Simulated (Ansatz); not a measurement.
System: fluorite CoSi2. Method: r²SCAN0 (PAW; Ansatz, a quantum-chemistry and plane-wave program).

Settings: plane-wave cutoff 520 eV, 10×10×10 k mesh, Fermi–Dirac smearing 0.05 eV, no spin polarisation, scalar-relativistic PAW data made under PBE.

Pressure at four volumes; x = ln(V/12.142 Å³). One pressure is withheld.

```
V (Å³/atom)        x  P (GPa)
-----------  -------  -------
11.535       -0.0513    13.35
12.142        0.0000     0.77
12.555        0.0334    -6.05
12.749        0.0488        ?
```

Problem. Pass a parabola P(x) through the three rows shown, estimate the bulk modulus and its pressure derivative near zero pressure, and predict the withheld pressure.

Solution. Slopes between the rows: (0.77 − (13.35))/(0.0000 − (-0.0513)) = -245.22 and (-6.05 − (0.77))/(0.0334 − (0.0000)) = -204.19 GPa. Their difference over the span 0.0847 is c = 41.03/0.0847 = 484.4 GPa, so P(x) = 13.35 + (-245.22)(x − (-0.0513)) + 484.4 (x − (-0.0513))(x − (0.0000)). At the middle row B = −dP/dx = −[-245.22 + 484.4 × 0.0513] = 220.4 GPa, and B′ = dB/dP = 2c/B = 4.4. At x = 0.0488 the parabola gives -8.83 GPa; the run gives -8.83 GPa. The Birch–Murnaghan fit to the energies at all volumes has B0 = 216 GPa and B′ = 4.4.

Note: the run has no spin polarisation, so it can have missed a magnetic state.
